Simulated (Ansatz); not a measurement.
We consider PtGa (model structure, started from the CoSn type, P6/mmm, No. 191, 6 atoms in the cell), described by r²SCAN (Ansatz, a quantum-chemistry and plane-wave program, plane waves, PAW).

Run with plane-wave cutoff 560 eV, 12×12×14 k mesh (along the axes of the cell as run), Fermi–Dirac smearing 0.05 eV, scalar-relativistic PAW data made under PBE.

Cell (relaxed at this level):

GaPt is modelled in the hexagonal space group P6/mmm (No. 191), Pearson symbol hP6. Conventional cell: a = b = 5.392 Å, c = 4.195 Å, α = β = 90.00°, γ = 120.00°. Pt on 3f is coordinated by 6 Ga at 2.612–2.696 Å and 4 Pt at 2.696 Å. Ga1 on 2d sees 6 Pt at 2.612 Å. Ga2 on 1a is surrounded by 6 Pt at 2.696 Å. (Neighbours: up to the widest gap in distance over summed covalent radii, below 1.35, at either atom.)

Give the computed bulk modulus B0.


- bulk modulus B0: 160 GPa

The run finds no gap.

Note: the bulk modulus is −V dP/dV from two relaxed cells at ±2 % in volume; the relaxation could raise the start's symmetry but not lower it, so the cell can be a saddle point.

Spin–orbit coupling is not included.

A model structure was made by putting elements into a prototype or built by hand; it is no filed structure, need not be a known phase, and can be a saddle point held by its symmetry.
